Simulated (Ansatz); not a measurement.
Results of r²SCAN+rVV10 (Ansatz, a quantum-chemistry and plane-wave program, PAW) for BN (model structure, P6₂22, No. 180, 6 atoms in the cell).

Numerical settings: plane-wave cutoff 560 eV, 18×18×6 k mesh (along the axes of the cell as run), Fermi–Dirac smearing 0.01 eV, scalar-relativistic PAW data made under PBE.

Computed at the level's own relaxed cell.

```xyz
6
Lattice="2.5979 0.0000 0.0000 -1.2990 2.2499 0.0000 0.0000 0.0000 5.8170" Properties=species:S:1:pos:R:3 pbc="T T T"
B      1.2990     0.0000     3.8780
B     -0.6495     1.1249     1.9390
B      0.6495     1.1249     0.0000
N      1.2990     0.0000     0.9695
N     -0.6495     1.1249     4.8475
N      0.6495     1.1249     2.9085
```

Q: List the 16 lowest band energies at Γ above −25 eV (eV, relative to the valence band maximum), grouping those that round alike.

A: At Γ: -22.30, -19.04 (×2), -7.70 (×2), -4.90, -2.10 (×2), -1.03 (×2), -0.74, 0.00, 7.42 (×2), 8.64 (×2).

Note: the relaxation could raise the start's symmetry but not lower it, so the cell can be a saddle point.

A model structure was made by putting elements into a prototype or built by hand; it is no filed structure, need not be a known phase, and can be a saddle point held by its symmetry.
